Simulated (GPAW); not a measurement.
GPAW run on TbNiC2 (Amm2, 4 atoms in the cell): self-consistent single point.

Method: LDA (Perdew-Wang 92), real-space grid, GPAW PAW datasets LDA (gpaw-data 1.0.1) (GPAW).

```
TbNiC2
1.0
    3.60355     0.00000     0.00000
    0.00000     2.23082     2.98187
    0.00000    -2.23082     2.98187
Tb Ni C
1 1 2
Direct
  0.00000   0.00863   0.00863
  0.50000   0.61053   0.61053
  0.50000   0.14810   0.45312
  0.50000   0.45312   0.14810
```
Moments meant for the start (each program seeds them in its own way; μB, in the order of the atoms Tb Ni C C): 6.0 0.0 0.0 0.0.

Reference input (self-consistent single point, DFT LDA (Perdew-Wang 92), plane waves, GPAW PAW datasets LDA (gpaw-data 1.0.1)): spinpol = true; mode = pw; ecut = 900 eV; xc = LDA; kpts = 3 3 3; mesh shift (steps) = 0 0 0; occupations.name = fermi-dirac; occupations.width = 0.1 eV; nbands = -8; convergence.density = 1e-05 e/electron; symmetry.symmorphic = false; symmetry.tolerance = 0.0005. This run's input differs from it in these lines:

```diff
@@ -1,4 +1,3 @@
 from ase import Atoms
-from ase.units import GPa
-from gpaw import GPAW, PW, FermiDirac
+from gpaw import GPAW, FermiDirac
 
@@ -17,3 +16,4 @@
 calc = GPAW(spinpol=True,
-            mode=PW(900),
+            mode='fd',
+            h=0.18,
             xc='LDA',
@@ -34,4 +34,2 @@
 print(forces.round(5))
-stress = atoms.get_stress()
-print('Stress (GPa, Voigt):', (stress / GPa).round(4))
```

The program printed (abridged):

```
     iter     time        total  log10-change:  magmom
                         energy   eigst   dens
iter:   1 --:--:--   -41.302377                   +5.8360
iter:   2 --:--:--   -39.566576   -0.16  -1.24    +3.8992
iter:   3 --:--:--   -39.560158   -1.12  -1.33    +5.2050
iter:   4 --:--:--   -47.782418   -0.37  -1.37    +6.3455
iter:   5 --:--:--   -39.807435   -0.83  -1.27    +5.5130
   [... 19 lines left out ...]
iter:  25 --:--:--   -38.416765   -1.49  -1.90    +7.0558
iter:  26 --:--:--   -38.013181   -2.47  -1.90    +7.1053
iter:  27 --:--:--   -38.075139   -3.60  -2.12    +7.0296
   [... lines left out ...]
iter: 150 --:--:--   -38.128328c  -5.61  -3.75    +5.8971

Did not converge!

Here are some tips:

1) Make sure the geometry and spin-state is physically sound.
2) Use less aggressive density mixing.
3) Solve the eigenvalue problem more accurately at each scf-step.
4) Use a smoother distribution function for the occupation numbers.
5) Try adding more empty states.
6) Use enough k-points.
7) Don't let your structure optimization algorithm take too large steps.
8) Solve the Poisson equation more accurately.
9) Better initial guess for the wave functions.

See details here:

    https://gpaw.readthedocs.io/documentation/convergence.html
Traceback (most recent call last):
   [... frames left out ...]
gpaw.KohnShamConvergenceError: Did not converge!  See text output for help.
```

The run ended unconverged after 150 iterations. 

The starting cell comes from a database of computed structures (which also holds hypothetical and non-ambient phases and stackings), without a prior relaxation at this level. Its lattice was rescaled by up to half a per cent. One atom was moved a little off its site on purpose.

Cost on one core of a shared machine: roughly 6 min.
